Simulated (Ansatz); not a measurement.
Response to strain in TiO2

The parent structure is TiO2 in the anatase structure (space group I4_1/amd, No. 141).

```
CELL_PARAMETERS angstrom
     -1.86967     1.86967     4.72754
      1.86967    -1.86967     4.72754
      1.86967     1.86967    -4.72754
ATOMIC_POSITIONS crystal
  Ti 0.75000 0.25000 0.50000
  Ti 0.00000 0.00000 0.00000
  O  0.54202 0.04202 0.50000
  O  0.79202 0.79202 0.00000
  O  0.20798 0.20798 0.00000
  O  0.95798 0.45798 0.50000
```

Cartesian axes are those of the cell as printed.

Strains are applied to the cell and any free atomic positions relax; under biaxial strain the out-of-plane vector relaxes too.

The values are results of Kohn–Sham DFT with the LDA functional, run in Ansatz (a program for electronic structure) with PAW and 420 eV plane waves, no SOC, not measurements.

Notes on the quantities. energy relative to the base: free energy F; in-plane stress: mean in-plane stress (compression positive).

| variant | energy relative to the base | ratio −ε⊥/ε∥ | in-plane stress | shortest interatomic distance |
|---|---|---|---|---|
| base | 0 meV/atom | – | – | 1.911 Å |
| biaxial strain −3.00 %, plane normal [001], relaxed out of plane | ___ | 1.73 | +8.5 GPa | ___ |
| biaxial strain −2.40 %, plane normal [001], relaxed out of plane | +12 meV/atom | 1.71 | +6.8 GPa | 1.883 Å |
| biaxial strain −1.80 %, plane normal [001], relaxed out of plane | +6.5 meV/atom | ___ | +5.2 GPa | ___ |
| biaxial strain −1.20 %, plane normal [001], relaxed out of plane | +2.9 meV/atom | 1.66 | +3.5 GPa | 1.897 Å |
| biaxial strain −0.60 %, plane normal [001], relaxed out of plane | +0.7 meV/atom | – | +1.8 GPa | 1.904 Å |

What belongs in the blanks?


- biaxial strain −3.00 %, plane normal [001], relaxed out of plane, energy relative to the base: +18 meV/atom
- biaxial strain −3.00 %, plane normal [001], relaxed out of plane, shortest interatomic distance: 1.877 Å
- biaxial strain −1.80 %, plane normal [001], relaxed out of plane, ratio −ε⊥/ε∥: 1.69
- biaxial strain −1.80 %, plane normal [001], relaxed out of plane, shortest interatomic distance: 1.890 Å

Stability against distortions was not tested. The final runs are not spin-polarised.
